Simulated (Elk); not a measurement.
Band structure of SrCd (Pm-3m, 2 atoms in the cell).

```yaml
crystal:
  lattice:
    - [4.03563, 0.00000, 0.00000]
    - [0.00000, 4.03563, 0.00000]
    - [0.00000, 0.00000, 4.03563]
  atoms:
    - { symbol: Sr, position: [0.50000, 0.50000, 0.50000] }
    - { symbol: Cd, position: [0.00000, 0.00000, 0.00000] }
```

Method of the run: LDA (PW92), all-electron FP-LAPW, Elk's shipped species files, default APW+lo basis (Elk).

Settings: xctype = 3; rgkmax = 7; stype = 3; swidth = 0.00367493 Ha; ngridk = 11 11 11.

The starting cell comes from a database of computed structures (which also holds hypothetical and non-ambient phases and stackings), without a prior relaxation at this level. Values depend on the basis (sphere radii, cutoffs, local orbitals), which need not be converged.

Levels in eV from the Fermi level, bands 11 to 18:
| point | 11 | 12 | 13 | 14 | 15 | 16 | 17 | 18 |
|---|---|---|---|---|---|---|---|---|
| Γ | -8.39 | -8.39 | -5.77 | 1.41 | 1.41 | 3.88 | 3.88 | 3.88 |
| X | -8.40 | -8.38 | -3.63 | -2.37 | 1.82 | 2.29 | 2.29 | 5.99 |
| M | -8.45 | -8.28 | -3.14 | 0.01 | 0.01 | 1.11 | 4.15 | 4.15 |
| R | -8.27 | -8.27 | -0.96 | -0.72 | -0.72 | -0.72 | 4.55 | 4.55 |

Bands cross the Fermi level along this path, so the cell is metallic at this level.
